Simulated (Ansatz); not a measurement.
## How the smallest direct gap on the k points sampled of InTeBr (model structure, from the BiTeI type, P3m1, No. 156) moves with the method

No measured value is used here.

```tsv
level (code)	value (eV)
LDA (Ansatz)	0.79
PBE+SOC (Ansatz)	0.74
PBEsol+SOC (Ansatz)	0.66
HSE06+SOC (Ansatz)	1.37
PBE0 (Ansatz)	(withheld)
```

What belongs in the gaps?


- PBE0 (Ansatz, an electronic-structure program), value (eV): 2.27

Computed values are for a static lattice. Spin–orbit coupling is included only where a level's name says +SOC; with heavier elements it mostly lowers gaps and can invert bands.  Values are at the PBE-D3(BJ) cell. Cutoffs and k meshes differ between the levels. Ansatz's density-functional and Hartree–Fock values are scalar-relativistic unless marked +SOC, with PAW data made under PBE.

A model structure was made by putting elements into a prototype or built by hand; it is no filed structure, need not be a known phase, and can be a saddle point held by its symmetry.
